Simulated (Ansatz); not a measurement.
Take Al in the fcc (Cu type) structure (space group Fm-3m, No. 225; a = 3.992 Å; relaxed with 0.1 eV smearing) as the base. Axes: x, y, z lie along the cube axes.

Computed with r2SCAN (Ansatz, a quantum-chemistry and plane-wave program; PAW; 500 eV plane waves; without spin-orbit coupling), earlier PAW set.

Base values:

The shortest interatomic distance is 2.823 Å.

Now apply this change: uniaxial strain ε_yy = −2.72 %, all other strain components held at zero; the atoms relax in the strained cell.

Q: How does this affect the energy relative to the base?

A: The energy goes up by 5.4 meV/atom.

Q: Estimate the effect on the shortest interatomic distance.

A: The shortest interatomic distance decreases by 0.038 Å (2.823 Å → 2.785 Å).

Q: Estimate the effect on the stress.

A: The stress (xx, yy, zz, yz, xz, xy; compression positive) amounts to (2.0, 4.2, 2.0, 0.0, 0.0, 0.0) GPa.

Stability against distortions was not tested.
